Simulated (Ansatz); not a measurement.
Consider InSe in the beta-GaS type structure (space group P6_3/mmc, No. 194; a = 4.016 Å, c = 16.926 Å; layered, stacked along the Cartesian z axis). Axes: x lies along a and z along c of the hexagonal cell.

Perturbation: strain tensor (xx, yy, zz, yz, xz, xy) = (+0.14, −0.53, −0.99, +1.58, −0.93, +0.71) %; the atoms relax in the strained cell.

Levels (all Ansatz, a program for electronic structure, PAW, earlier PAW set): r2SCAN+rVV10 (500 eV, without spin-orbit coupling); HSE06 (420 eV, no spin-orbit coupling).

The geometry is relaxed with r2SCAN+rVV10.

| Quantity | Result |
|---|---|
| r2SCAN+rVV10 band gap | 0.82 eV |

Task: What does HSE06 give at this geometry for the band gap?

Result: The band gap grows by 0.345 eV to 1.16 eV.

Single points use the geometry relaxed with r2SCAN+rVV10. Whether these cells are dynamically stable was not tested.
